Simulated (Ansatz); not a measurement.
## A constructed model of the (111) surface of fcc Cu, a layer of Ag in place of the third plane (bottom of the slab: a bare face, its two planes held)

These are PBE (plane waves to 420 eV, PAW; Ansatz, a first-principles code) values and carry that method's errors.

Slab: 6 atoms, 10.6 Å thick at the start with caps and adatoms (thin: gaps and levels are the slab's own); k 17x17x1, smearing 0.1 eV, dipole-corrected; 2 atoms held, the rest relaxed; symmetry of the start imposed; no spin, no spin-orbit, no U. In PBE it is, or lies within 0.01 eV a 1x1 cell of, the lowest of the 2 structures of its composition computed so far; subsurface sites and larger cells were not tried.

```yaml
work_function_of_the_top_face: 4.84 eV
energy_released_by_relaxation: 0.16 eV
cost: roughly 100 core-seconds
```
